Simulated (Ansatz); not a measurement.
**hexagonal La2O3 (0 0 1) on silicon (1 1 1) (film strained to the substrate, faces as cut)**

A periodic stack without vacuum, hexagonal La2O3 (0 0 1) on silicon (1 1 1) (film strained to the substrate, faces as cut): substrate slab Si10, film La4O5, surface cells [[0, -1], [1, -1]] and [[0, -1], [1, 0]], film strained by -1.8 and -1.8 %, faces Si/Si and La/La as cut (like faces can put a slab off its formula).

The start was prepared with a machine-learned potential, and the result is one local minimum, with the in-plane cell held and forces under 0.04 eV/Å; the film can end far from its bulk form.

Values marked by level come from PBE (plane waves to 420 eV, PAW; Ansatz, a first-principles code); HSE06 (plane waves to 420 eV, PAW; Ansatz). Geometries and values that name no level are of the first. Scalar-relativistic, without spin–orbit coupling; PBE gaps are too small against experiment. Its k-point mesh 7×7×1, Fermi–Dirac width 0.05 eV. HSE06 ran on meshes of its own (6×6×6); its edges and gaps are taken over the mesh and over extra points off it, mostly where PBE has its edges.

- interface area: 13.0 Å²
- period: 27.82 Å
- gaps between the outermost planes at the two interfaces: 2.38 and 2.38 Å
- La–Si contacts across the interfaces within 1.22 times the sum of covalent radii: 6, mean 3.26 Å
- spin-polarised check at this geometry: falls back to no moment
- band offsets: not given, since the film is too thin to average or its bulk reference is missing

```yaml
crystal:
  lattice:
    - [3.86764, -0.00085, 0.04281]
    - [1.93274, 3.34528, 0.18455]
    - [-0.32727, 0.84317, 27.88933]
  atoms:
    - { symbol: Si, position: [0.02147, 0.10597, 0.07369] }
    - { symbol: Si, position: [0.67787, 0.79320, 0.04302] }
    - { symbol: Si, position: [0.39231, 0.36276, 0.18701] }
    - { symbol: Si, position: [0.04943, 0.04831, 0.15882] }
    - { symbol: Si, position: [0.76182, 0.62271, 0.30060] }
    - { symbol: Si, position: [0.41893, 0.30827, 0.27224] }
    - { symbol: Si, position: [0.13211, 0.88248, 0.41393] }
    - { symbol: Si, position: [0.78921, 0.56800, 0.38585] }
    - { symbol: Si, position: [0.50600, 0.13620, 0.52978] }
    - { symbol: Si, position: [0.16201, 0.82370, 0.49909] }
    - { symbol: La, position: [0.86946, 0.41011, 0.61528] }
    - { symbol: La, position: [0.24062, 0.66819, 0.73023] }
    - { symbol: O, position: [0.59256, 0.96320, 0.78645] }
    - { symbol: O, position: [0.89906, 0.35105, 0.70540] }
    - { symbol: O, position: [0.21078, 0.72765, 0.64001] }
    - { symbol: La, position: [0.94476, 0.25875, 0.84266] }
    - { symbol: La, position: [0.31605, 0.51714, 0.95763] }
    - { symbol: O, position: [0.97447, 0.19998, 0.93283] }
    - { symbol: O, position: [0.28627, 0.57602, 0.86754] }
```
